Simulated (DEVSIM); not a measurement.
# abrupt Si n-p junction

System: abrupt Si n-p junction, at 400 K.

```csv
layer (left to right),material,thickness (μm),Nd (cm⁻³),Na (cm⁻³),τn (s),τp (s)
1,Si,1.00,7.8e16,-,1.1e-6,1.1e-6
2,Si,1.40,-,9.7e17,1.1e-7,1.1e-6
```

Left contact: ohmic. Right contact: ohmic. Voltage is applied to the left contact. Recombination: SRH at mid-gap, Auger. Gap narrowing is on: ΔEg = 6.92 meV × (l + √(l² + 0.5)), l = ln(N/1.3e17 cm⁻³), shared equally by both band edges. Mobility is constant in doping.

This is a model device: material constants are rounded textbook-type values typed into the input, and sizes, dopings and lifetimes were drawn at random. Values at 300 K; Nc and Nv go as T^1.5, mobilities as T to minus their exponent, the gap by Varshni's rule with the affinity fixed.

```
parameter               Si
----------------  --------
gap (eV)             1.124
affinity (eV)         4.05
permittivity          11.7
Nc (cm⁻³)          2.86e19
Nv (cm⁻³)           3.1e19
μn (cm²/Vs)           1417
μp (cm²/Vs)            470
T exponent of μn       2.3
T exponent of μp       2.2
Cn (cm⁶/s)         2.8e-31
Cp (cm⁶/s)         9.9e-32
Varshni α (eV/K)  0.000473
Varshni β (K)          636
```

DEVSIM, 1D drift-diffusion, Boltzmann statistics, complete ionisation; no tunnelling, impact ionisation, image-force lowering or self-heating.

```
Quantity                                             Value
---------------------------------------------  -----------
Potential step across the device at zero bias      0.728 V
Largest field in the device at zero bias       120000 V/cm
Dark forward voltage at 1 A/cm²                    0.401 V
Dark forward voltage at 100 A/cm²                  0.562 V
```

Small-signal capacitance in reverse bias (quasi-static):

```csv
V (V),C (nF/cm²)
0.2,83.5
0.5,71.9
1,60.1
1.5,52.7
2,47.5
```

Dark forward current:

```tsv
V (V)	J (A/cm²)
-0.05	-3.0e-5
-0.10	-0.00016
-0.15	-0.00069
-0.20	-0.0030
-0.25	-0.013
-0.30	-0.053
-0.35	-0.23
-0.40	-0.96
-0.45	-4.1
-0.50	-17
-0.55	-71
-0.60	-280
-0.65	-980
-0.70	-2900
```
